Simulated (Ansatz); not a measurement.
Band structure of SrBi2Pd2 (P2_1/m, 10 atoms in the cell).

```
CELL_PARAMETERS angstrom
      4.92622     0.00000     0.00000
      0.00000     4.81689     0.00000
     -0.33310     0.00000    10.80176
ATOMIC_POSITIONS crystal
  Sr 0.25942 0.75000 0.76282
  Sr 0.74058 0.25000 0.23718
  Bi 0.20930 0.75000 0.12002
  Bi 0.79070 0.25000 0.87998
  Bi 0.25053 0.25000 0.50326
  Bi 0.74947 0.75000 0.49674
  Pd 0.24351 0.75000 0.37089
  Pd 0.75649 0.25000 0.62911
  Pd 0.69006 0.75000 0.99946
  Pd 0.30994 0.25000 0.00054
```

Level of theory: PBEsol, default PAW files made with PBE (plane waves; Ansatz, an electronic-structure program).

Settings: basis.ecutwfc = 420 eV; kpoints.mp_grid.grid = 5 5 2; hamiltonian.xc = pbesol; hamiltonian.pseudopotentials = {kind: paw} (the program's default PAW files); scf.occupations.method = gaussian; scf.occupations.width = 0.05 eV; kpoints.band_path.npoints = 10.

The starting cell comes from a database of computed structures (which also holds hypothetical and non-ambient phases and stackings), without a prior relaxation at this level. Spin-orbit coupling is off. Spin polarisation is off.

Levels in eV from the Fermi level, bands 73 to 80:
```
point     73     74     75     76     77     78    79    80
-----  -----  -----  -----  -----  -----  -----  ----  ----
Γ      -0.88  -0.78   0.65   0.98   1.14   1.45  1.45  1.73
Y      -1.10  -0.17  -0.17   0.73   1.61   1.67  1.93  1.96
H      -0.47  -0.29  -0.26  -0.12   0.84   0.92  1.00  1.37
C      -0.46  -0.28  -0.27  -0.12   0.86   0.93  0.99  1.37
E      -1.65  -1.65  -1.20  -1.20  -0.71  -0.71  2.15  2.15
M1     -1.65  -1.65  -1.20  -1.20  -0.71  -0.71  2.16  2.16
A      -1.73  -1.73  -1.21  -1.21  -0.67  -0.67  3.02  3.02
X      -0.43  -0.19  -0.13  -0.05   0.15   0.26  0.75  1.18
H1     -0.47  -0.29  -0.26  -0.12   0.84   0.92  1.00  1.37
```

Bands cross the Fermi level along this path, so the cell is metallic at this level.

Keys are those of Ansatz 0.2.
